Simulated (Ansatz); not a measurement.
## What isotropic strain +2.23 % does to Zr

Consider Zr in the hcp (Mg type) structure (space group P6_3/mmc, No. 194; a = 3.183 Å, c = 5.124 Å; relaxed with 0.1 eV smearing).

Now apply this change: the cell is scaled by 1.0223 in all directions; the atoms relax in the strained cell.

Method: PBEsol (Ansatz, a quantum-chemistry and plane-wave program), scalar-relativistic without spin-orbit coupling, earlier PAW set. Γ-centred 21×21×11 mesh, Fermi–Dirac width 0.1 eV.

```json
[
 {"quantity": "volume per atom", "base": "22.48 Å³", "changed": "24.02 Å³", "shift": "+1.54 Å³"},
 {"quantity": "space group", "base": "P6_3/mmc (No. 194)", "changed": "P6_3/mmc (No. 194)", "shift": "–"},
 {"quantity": "shortest interatomic distance", "base": "3.153 Å", "changed": "3.223 Å", "shift": "+0.070 Å"},
 {"quantity": "energy relative to the base (free energy F)", "base": "0 meV/atom", "changed": "+29 meV/atom", "shift": "+29 meV/atom"},
 {"quantity": "pressure (mean of the normal stresses, compression positive)", "base": "0.0 GPa", "changed": "-5.9 GPa", "shift": "-5.9 GPa"},
 {"quantity": "band gap", "base": "zero", "changed": "zero", "shift": "–"}
]
```

Whether these cells are dynamically stable was not tested. The final runs are not spin-polarised.
